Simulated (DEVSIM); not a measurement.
Structure: Schottky contact on p-type Si, at 300 K.

Layer 1 from the left is Si, thickness (μm) 11.0, Na (cm⁻³) 4.2e16, τn (s) 6.6e-7, τp (s) 6.6e-7.

Left contact: Schottky, work function 4.524 eV, emission velocity 6.7e6 cm/s. Right contact: ohmic. Voltage is applied to the left contact. Recombination: SRH at mid-gap. Mobility is constant in doping.

Constants are typed, rounded textbook-type inputs, not results; the design itself was drawn at random and stands for no fabricated device. Values at 300 K.

Si: gap (eV) 1.124, affinity (eV) 4.05, permittivity 11.7, Nc (cm⁻³) 2.86e19, Nv (cm⁻³) 3.1e19, μn (cm²/Vs) 1417, μp (cm²/Vs) 470.

### Question
Estimate by hand the built-in potential, the peak field at zero bias, the capacitance at 1.5 V, and compare with a numerical solution.

### Answer

- Built-in potential: barrier φB = 0.650 eV; Vbi = φB − kT/q ln(N_band/N) = 0.479 V; numerical 0.479 V.
- Peak field at zero bias: depletion approximation: W = √(2εVbi/(qN)) = 0.121 μm with N = 4.20e16 cm⁻³; field = 2Vbi/W = 78900 V/cm; numerical 76400 V/cm (estimate above by 3.2 %).
- Capacitance at 1.5 V: C = √(qεN / 2(Vbi + |V|)) = 42.0 nF/cm²; numerical 42.2 nF/cm² (estimate below by 0.67 %).

Simulated with DEVSIM: 1D drift-diffusion, Boltzmann statistics, complete ionisation; no tunnelling, impact ionisation, image-force lowering or self-heating. Metal contacts follow the ideal Schottky-Mott rule: no Fermi-level pinning, no interface dipoles.
